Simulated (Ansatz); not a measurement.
Base system: Si in the diamond structure (space group Fd-3m, No. 227; a = 5.470 Å).

Level of theory: PBE, PAW, 420 eV (Ansatz, an electronic-structure program; no SOC).

Base values:

| Property | Value |
|---|---|
| Shortest interatomic distance | 236.9 pm |
| Valley order | a point along ⟨100⟩, about 1.0 Å⁻¹ from Γ 0.61 eV; L along ⟨111⟩ 1.46 eV |

Perturbation: a hydrostatic pressure of 0.3 GPa.

Task: What does the calculation give for the shortest interatomic distance and valley order after the change?

Result: The shortest interatomic distance shrinks by 0.3 pm, from 236.9 pm to 236.6 pm; the valley order (the lowest conduction-band minima on the path, energy above the VBM, named in the base's zone) goes from a point along ⟨100⟩, about 1.0 Å⁻¹ from Γ 0.61 eV; L along ⟨111⟩ 1.46 eV to a point along ⟨100⟩, about 1.0 Å⁻¹ from Γ 0.61 eV; L along ⟨111⟩ 1.47 eV.

The levels and masses belong to the bands next to the band gap. Load acts through the strain it causes; cell and atoms are relaxed under it. Whether these cells are dynamically stable was not tested.
